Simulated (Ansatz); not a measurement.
WC: biaxial strain +3.00 %, plane normal [001], relaxed out of plane

The parent structure is WC (space group P-6m2, No. 187; a = 2.8843 Å, c = 2.8115 Å; relaxed with 0.1 eV smearing). Axes: x lies along a and z along c of the hexagonal cell.

The change: biaxial strain +3.00 %, plane normal [001], relaxed out of plane (Cartesian); in-plane vectors clamped, the third vector and the atoms free.

Calculations: LDA, PAW, 420 eV (Ansatz, an electronic-structure program; no spin-orbit coupling). Γ-centred 23×23×20 mesh, Fermi–Dirac width 0.1 eV.

```csv
quantity,base,changed,shift
"pressure (mean of the normal stresses, compression positive)",0.0 GPa,-16.4 GPa,-16.4 GPa
band gap,zero,zero,–
out-of-plane strain,–,-1.07 %,–
ratio −ε⊥/ε∥,–,0.36,–
mean in-plane stress (compression positive),–,-24.6 GPa,–
```

Final structure (turned so that z lies along the plane normal):

```
WC
1.0
    2.97083     0.00000     0.00000
    1.48542     2.57282     0.00000
    0.00000     0.00000     2.78137
W C
1 1
Direct
  0.00000   0.00000   0.00000
  0.33333   0.33333   0.50000
```

Stability against distortions was not tested. The final runs are not spin-polarised.
